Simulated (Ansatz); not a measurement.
Candidates (primitive cells; geometry: relaxed with this functional, without spin-orbit coupling):
A. HfRh$_{3}$ (Pm-3m), a = b = c = 3.8942 Å, α = β = γ = 90.00°
B. NbRh$_{3}$ (Pm-3m), a = 3.845 Å, b = 3.845 Å, c = 3.845 Å, α = 90.00°, β = 90.00°, γ = 90.00°
C. YRh3B (Pm-3m), a = b = c = 4.1495 Å, α = β = γ = 90.00°
D. Rh (Fm-3m), a = 2.673 Å, b = 2.673 Å, c = 2.673 Å, α = 60.00°, β = 60.00°, γ = 60.00°

Problem. Put the candidates in order of resistivity at 300 K, lowest first, for Ansatz (an electronic-structure program) with PBEsol, DFPT electron-phonon coupling, linearised Boltzmann equation.

Solution. D (4.3 μΩ·cm), B (8.2 μΩ·cm), A (11.2 μΩ·cm), C (21 μΩ·cm)

Metals; harmonic phonons alone scatter; means over directions. Halving the electron mesh moves these values by up to 5 %; q meshes are mostly untested. Some of the runs warned that the eigensolver left states short of its tolerance. Spin-orbit coupling is left out.

Formula and space group known from diffraction (Crystallography Open Database), not checked to be the room-temperature form: HfRh3 (Pm-3m), NbRh3 (Pm-3m), YRh3B (Pm-3m). The missing spin-orbit coupling matters most for HfRh3 (Pm-3m).
